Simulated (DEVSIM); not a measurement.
Device: Co/SiO2/p-Si capacitor, at 300 K.

| layer (left to right) | material | thickness (nm) | Na (cm⁻³) |
|---|---|---|---|
| 1 | SiO2 | 6.30 | - |
| 2 | Si | 16000 | 1.3e15 |

Metal gate on the left, work function 5 eV. Fixed charge at the semiconductor interface 0 cm⁻² (in units of +e); no interface traps.

This is a model device: material constants are rounded textbook-type values typed into the input, and sizes, dopings and lifetimes were drawn at random. Values at 300 K.

| parameter | SiO2 | Si |
|---|---|---|
| gap (eV) | 9 | 1.124 |
| affinity (eV) | 0.9 | 4.05 |
| permittivity | 3.9 | 11.7 |
| Nc (cm⁻³) | - | 2.86e19 |
| Nv (cm⁻³) | - | 3.1e19 |

Simulated with DEVSIM: 1D Poisson equation in equilibrium, Boltzmann statistics, complete ionisation; no quantum confinement or tunnelling. Metal contacts follow the ideal Schottky-Mott rule: no Fermi-level pinning, no interface dipoles.

Problem. Tabulate band edges, carrier densities and field at 0.5 V on the gate.

Solution. Energies count from the Fermi level of the right contact; mesh points crowd at the junctions.

```json
[
 {"x (μm)": "0.000", "Ec (eV)": "3.600", "Ev (eV)": "-5.400", "n (cm⁻³)": "< 1e2", "p (cm⁻³)": "< 1e2", "field (V/cm)": "36000"},
 {"x (μm)": "0.001441", "Ec (eV)": "3.605", "Ev (eV)": "-5.395", "n (cm⁻³)": "< 1e2", "p (cm⁻³)": "< 1e2", "field (V/cm)": "36000"},
 {"x (μm)": "0.003841", "Ec (eV)": "3.614", "Ev (eV)": "-5.386", "n (cm⁻³)": "< 1e2", "p (cm⁻³)": "< 1e2", "field (V/cm)": "36000"},
 {"x (μm)": "0.005672", "Ec (eV)": "3.621", "Ev (eV)": "-5.379", "n (cm⁻³)": "< 1e2", "p (cm⁻³)": "< 1e2", "field (V/cm)": "36000"},
 {"x (μm)": "0.007585", "Ec (eV)": "0.474", "Ev (eV)": "-0.650", "n (cm⁻³)": "3.1e11", "p (cm⁻³)": "3.8e8", "field (V/cm)": "12000"},
 {"x (μm)": "0.01125", "Ec (eV)": "0.479", "Ev (eV)": "-0.645", "n (cm⁻³)": "2.6e11", "p (cm⁻³)": "4.5e8", "field (V/cm)": "12000"},
 {"x (μm)": "0.02039", "Ec (eV)": "0.490", "Ev (eV)": "-0.634", "n (cm⁻³)": "1.7e11", "p (cm⁻³)": "6.9e8", "field (V/cm)": "12000"},
 {"x (μm)": "0.05509", "Ec (eV)": "0.530", "Ev (eV)": "-0.594", "n (cm⁻³)": "3.6e10", "p (cm⁻³)": "3.2e9", "field (V/cm)": "11000"},
 {"x (μm)": "0.1299", "Ec (eV)": "0.607", "Ev (eV)": "-0.517", "n (cm⁻³)": "1.8e9", "p (cm⁻³)": "6.4e10", "field (V/cm)": "9600"},
 {"x (μm)": "0.3167", "Ec (eV)": "0.752", "Ev (eV)": "-0.372", "n (cm⁻³)": "6700000", "p (cm⁻³)": "1.7e13", "field (V/cm)": "5900"},
 {"x (μm)": "0.7831", "Ec (eV)": "0.860", "Ev (eV)": "-0.264", "n (cm⁻³)": "100000", "p (cm⁻³)": "1.1e15", "field (V/cm)": "310"},
 {"x (μm)": "2.553", "Ec (eV)": "0.863", "Ev (eV)": "-0.261", "n (cm⁻³)": "89000", "p (cm⁻³)": "1.3e15", "field (V/cm)": "≈ 0"},
 {"x (μm)": "6.368", "Ec (eV)": "0.863", "Ev (eV)": "-0.261", "n (cm⁻³)": "89000", "p (cm⁻³)": "1.3e15", "field (V/cm)": "≈ 0"},
 {"x (μm)": "11.95", "Ec (eV)": "0.863", "Ev (eV)": "-0.261", "n (cm⁻³)": "89000", "p (cm⁻³)": "1.3e15", "field (V/cm)": "≈ 0"},
 {"x (μm)": "14.81", "Ec (eV)": "0.863", "Ev (eV)": "-0.261", "n (cm⁻³)": "89000", "p (cm⁻³)": "1.3e15", "field (V/cm)": "≈ 0"},
 {"x (μm)": "15.51", "Ec (eV)": "0.863", "Ev (eV)": "-0.261", "n (cm⁻³)": "89000", "p (cm⁻³)": "1.3e15", "field (V/cm)": "≈ 0"},
 {"x (μm)": "15.81", "Ec (eV)": "0.863", "Ev (eV)": "-0.261", "n (cm⁻³)": "89000", "p (cm⁻³)": "1.3e15", "field (V/cm)": "≈ 0"},
 {"x (μm)": "15.93", "Ec (eV)": "0.863", "Ev (eV)": "-0.261", "n (cm⁻³)": "89000", "p (cm⁻³)": "1.3e15", "field (V/cm)": "≈ 0"},
 {"x (μm)": "15.98", "Ec (eV)": "0.863", "Ev (eV)": "-0.261", "n (cm⁻³)": "89000", "p (cm⁻³)": "1.3e15", "field (V/cm)": "≈ 0"},
 {"x (μm)": "16.00", "Ec (eV)": "0.863", "Ev (eV)": "-0.261", "n (cm⁻³)": "89000", "p (cm⁻³)": "1.3e15", "field (V/cm)": "≈ 0"},
 {"x (μm)": "16.00", "Ec (eV)": "0.863", "Ev (eV)": "-0.261", "n (cm⁻³)": "89000", "p (cm⁻³)": "1.3e15", "field (V/cm)": "≈ 0"},
 {"x (μm)": "16.01", "Ec (eV)": "0.863", "Ev (eV)": "-0.261", "n (cm⁻³)": "89000", "p (cm⁻³)": "1.3e15", "field (V/cm)": "≈ 0"}
]
```
